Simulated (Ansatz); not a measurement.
Spacing of the highest filled and lowest empty level at the zone centre in eight small model glasses of hand-chosen composition and density, fast-quenched (anions pushed apart in CHGNet runs), each at its PBE geometry, by PBE and by HSE06 (Ansatz, a first-principles code, plane waves, PAW). The cells are the first eight to finish that balance their formal charges, show no moments and no lower geometry on charging where those were tested, and have a gap at both levels; defect levels can set the spacings, and exact exchange is cut at the cells' faces.

| cell | quench by | pressure (GPa) | levels at the gap | PBE (eV) | experiment, tabulated (eV) |
|---|---|---|---|---|---|
| In9Al9Zn9O36 | CHGNet | 0.1 | localised at the filled edge | 0.92 | - |
| La12Si12O42 | CHGNet | 0.0 | localised at the filled edge | 4.07 | - |
| Si12B24N40 | CHGNet | 0.7 | localised at the filled edge | 2.61 | - |
| Be24Al16O48 | CHGNet | 0.0 | localised at the filled edge | 4.17 | - |
| In24O39Y2 | CHGNet | 1.6 | localised at the filled edge | 0.66 | - |
| Si24O50Hf | CHGNet | 0.0 | localised at the filled edge | 5.03 | - |
| Si24O50Ge | CHGNet | 0.0 | localised at the filled edge | 4.64 | - |
| Ta16O42Zr | CHGNet | 1.4 | localised at the filled edge | 3.29 | - |

Q: What does HSE06 give, and how does it move these values against PBE?

A: In9Al9Zn9O36 2.47, La12Si12O42 5.80, Si12B24N40 3.92, Be24Al16O48 5.89, In24O39Y2 2.09, Si24O50Hf 6.85, Si24O50Ge 6.53, Ta16O42Zr 4.75 eV. It raises them by +1.32 to +1.89 eV, +1.61 eV on average. A straight line through the eight gives HSE06 = 1.09 × PBE +1.32 eV, with a scatter of 0.13 eV.
